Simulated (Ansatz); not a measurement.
Phonon-limited resistivity of VSi2 (P6_222) against temperature in μΩ·cm, Ansatz (an electronic-structure program) with PBEsol, DFPT electron-phonon coupling, linearised Boltzmann equation, harmonic crystal at a fixed cell. x, y and z are the axes of this cell:
```
VSi2
1.0
    4.52442     0.00000     0.00000
   -2.26221     3.91826     0.00000
    0.00000     0.00000     6.31614
V Si
3 6
Cartesian
 -1.13111   1.95913   1.05269
  2.26221   0.00000   3.15807
  1.13111   1.95913   5.26345
  2.26221   2.64007   3.15807
 -1.15526   3.27917   5.26345
  1.10695   0.63910   1.05269
  0.00000   1.27819   3.15807
  3.41747   0.63910   5.26345
  1.15526   3.27917   1.05269
```

```csv
T,"ρ (x, y)",ρ (z)
50 K,0.36,0.155
77 K,2.4,?
100 K,?,3.3
150 K,17.7,10.0
200 K,32,17.8
250 K,46,25
273 K,52,29
300 K,59,32
350 K,71,38
400 K,82,44
```

### Question
Fill in the missing entries.

### Answer

- 77 K, ρ (z): 1.24
- 100 K, ρ (x, y): 5.9

A metal at this level (no band gap). Only scattering by harmonic phonons is included (no impurities, grain boundaries, electron-electron scattering or thermal expansion). Spin-orbit coupling is left out. Values near or above 100 μΩ·cm, or paths under about 2 nm, lie near resistivity saturation, where the Boltzmann equation overshoots. The run warned that the eigensolver left some states short of its tolerance. Halving the electron mesh (24x24x16) moves the resistivity by up to 12 %. Smearing 0.20 eV; phonons on a 4x4x2 q mesh, which this run doesn't test and which matters most at low temperature.

Treated as nonmagnetic (a ferromagnetic start lost its moment, other orders weren't tried): VSi2 (P6_222).
